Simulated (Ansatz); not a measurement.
Worked example: self-consistent single point of a (001) slab of Ti (cut from a parent of space group no. 194; 4 atoms in the cell) in Ansatz (a program for electronic structure).

Computed with LDA (PW92), default PAW files made with PBE (plane waves; Ansatz).

```
CELL_PARAMETERS angstrom
      2.93525     0.00000     0.00000
     -1.46762     2.54200     0.00000
      0.00000     0.00000    20.98479
ATOMIC_POSITIONS crystal
  Ti 0.66667 0.33333 0.44452
  Ti 0.33333 0.66667 0.33358
  Ti 0.66667 0.33333 0.66643
  Ti 0.33333 0.66667 0.55548
```

Reference input (self-consistent single point, DFT, LDA (PW92), plane waves, default PAW files made with PBE): basis.ecutwfc = 420 eV; kpoints.mp_grid.grid = 12 12 1; hamiltonian.xc = lda; hamiltonian.pseudopotentials = {kind: paw} (the program's default PAW files); scf.occupations.method = fermi_dirac; scf.occupations.width = 0.1 eV. This run's input differs from it in these lines:

Ansatz 0.2 input:
```diff
@@ -11,3 +11,3 @@
 basis:
-  ecutwfc: 420.0
+  ecutwfc: 250.0
 kpoints:
```

Output (repeated stretches shortened):

```
SCF iter   1: F=—  HF=-9794.881810 eV  |F-HF|=—  |Δ(HF+E_count)|=         —  Δρ=2.09e-2  dr2=8.42e-1  ethr=1.77e-3  ⟨swp⟩=6.1  Hψ=5388  notcnv=0
all-band conjugate gradients solve this SCF's bands
automatic band count: the SCF goes on with 34 bands, as 29 were too few: the levels above may hold too much charge
preconditioner: auto → LDOS
SCF iter   2: F=—  HF=-9794.779789 eV  |F-HF|=—  |Δ(HF+E_count)|=   1.02e-1  Δρ=1.88e-2  dr2=5.16e-1  ethr=1.76e-3  ⟨swp⟩=2.0  Hψ=1444  notcnv=0
   [... lines left out ...]
SCF iter   5: F=—  HF=-9794.626306 eV  |F-HF|=—  |Δ(HF+E_count)|=   1.36e-5  Δρ=2.33e-4  dr2=2.18e-4  ethr=1.02e-6  ⟨swp⟩=2.3  Hψ=1060  notcnv=0
SCF iter   6: F=—  HF=-9794.626295 eV  |F-HF|=—  |Δ(HF+E_count)|=   1.18e-5  Δρ=7.00e-5  dr2=1.22e-5  ethr=4.55e-7  ⟨swp⟩=2.1  Hψ=864  notcnv=0
SCF iter   7: F=—  HF=-9794.626294 eV  |F-HF|=—  |Δ(HF+E_count)|=   9.18e-7  Δρ=2.04e-5  dr2=1.04e-6  ethr=2.55e-8  ⟨swp⟩=2.9  Hψ=1171  notcnv=0
SCF iter   8: F=-9794.626294 eV  HF=-9794.626294 eV  |F-HF|=1.37e-8  |Δ(HF+E_count)|=   3.21e-7  Δρ=6.47e-6  dr2=7.33e-8  ethr=2.08e-10  ⟨swp⟩=5.9  Hψ=3005  notcnv=0
SCF 1 converged in 8 iterations: F = -9794.626294 eV  dr2 = 7.33e-8
Free energy (F): -9794.626294 eV
Internal energy: -9794.350487 eV  (E = F + TS)
E sigma→0 (E₀):  -9794.488391 eV
Entropy (-TS):   -0.275807 eV (-68.952 meV/atom)
Fermi energy:    3.380357 eV
--- Forces (eV/Å), atoms counted from 1 ---
  atom   1  Ti    -0.00000000     0.00000000    -0.64742713
  atom   2  Ti     0.00000000    -0.00000000     1.00761970
  atom   3  Ti    -0.00000000     0.00000000    -1.00761970
  atom   4  Ti     0.00000000    -0.00000000     0.64742713
--- Stress (GPa, compression-positive) ---
       -6.326344       0.000000      -0.000000
        0.000000      -6.326344       0.000000
       -0.000000       0.000000      -5.753568
  P = ⅓ Tr σ = -6.1354 GPa (-61.354 kbar)
  The stress holds the Pulay correction. Without it, at fixed plane waves, as pw.x and ABINIT print it: P = -31.2944 GPa
```

The run converged in 8 iterations. Against the reference run the free energy goes up by 1.09 eV/atom and the largest force goes from 0.859 to 1.008 eV/Å.

The starting cell has typed, rounded lattice constants, without a prior relaxation at this level. The slab is cut from that crystal, and its faces are unrelaxed. Its lattice was rescaled by up to half a per cent. Spin polarisation is off. Forces in this geometry exceed 1 eV/Å. The cutoff lies below the one recommended for these files.
